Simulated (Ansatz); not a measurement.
The parent structure is Al₂O₃ in the corundum structure (space group R-3c, No. 167; a = 4.759 Å, c = 12.995 Å (hexagonal axes)). Axes: x lies along a and z along c of the hexagonal cell.

Method: r2SCAN in Ansatz (plane waves to 500 eV, PAW, no spin-orbit coupling).

Strains are applied to the cell and any free atomic positions relax; under biaxial strain the out-of-plane vector relaxes too; under stress the whole cell relaxes.

One change was made to it. Results:

```csv
quantity,base,after
energy relative to the base (free energy F),0 meV/atom,+3.7 meV/atom
band gap,7.14 eV,7.00 eV
```

### Question
What was done to the base?
(A) biaxial strain +2.20 %, plane normal [001], relaxed out of plane
(B) uniaxial stress, 2 GPa compression along z
(C) biaxial strain −2.52 %, plane normal [001], relaxed out of plane
(D) uniaxial stress, 8 GPa tension along z
(E) tensor shear ε_yz = −2.89 %

### Answer
D, uniaxial stress, 8 GPa tension along z. For comparison, the band gap in the other runs: biaxial strain +2.20 %, plane normal [001], relaxed out of plane gives 6.44 eV; tensor shear ε_yz = −2.89 % gives 7.07 eV; uniaxial stress, 2 GPa compression along z gives 7.13 eV; biaxial strain −2.52 %, plane normal [001], relaxed out of plane gives 7.63 eV.

Beyond what the load breaks, stability against distortions was not tested.

Ansatz is a program for electronic structure.
